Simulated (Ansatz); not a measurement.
Results of r²SCAN+SOC (Ansatz, an electronic-structure program, PAW) for BAs (model structure, started from the BN type, Pm-3n, No. 223, 12 atoms in the cell).

Run with plane-wave cutoff 560 eV, 6×6×6 k mesh, Fermi–Dirac smearing 0.01 eV, PAW data made under PBE.

Cell (relaxed with PBEsol):

```
CELL_PARAMETERS angstrom
      5.87426     0.00000     0.00000
      0.00000     5.87426     0.00000
      0.00000     0.00000     5.87426
ATOMIC_POSITIONS crystal
  B  0.25000 0.00000 0.50000
  B  0.50000 0.25000 0.00000
  B  0.50000 0.75000 0.00000
  B  0.75000 0.00000 0.50000
  B  0.00000 0.50000 0.75000
  B  0.00000 0.50000 0.25000
  As 0.25000 0.50000 0.00000
  As 0.00000 0.25000 0.50000
  As 0.00000 0.75000 0.50000
  As 0.75000 0.50000 0.00000
  As 0.50000 0.00000 0.75000
  As 0.50000 0.00000 0.25000
```

Task: Predict the band gap, smallest direct gap on the k points sampled and Γ–Γ gap.

Result: 
- band gap = 0.55 eV (indirect)
- smallest direct gap on the k points sampled = 1.00 eV
- Γ–Γ gap = 1.12 eV

Note: the relaxation could raise the start's symmetry but not lower it, so the cell can be a saddle point; cell and atoms aren't relaxed at this level (pressure 0.9 GPa).

The computed numbers hold no vibrational or temperature effects.

A model structure was made by putting elements into a prototype or built by hand; it is no filed structure, need not be a known phase, and can be a saddle point held by its symmetry.
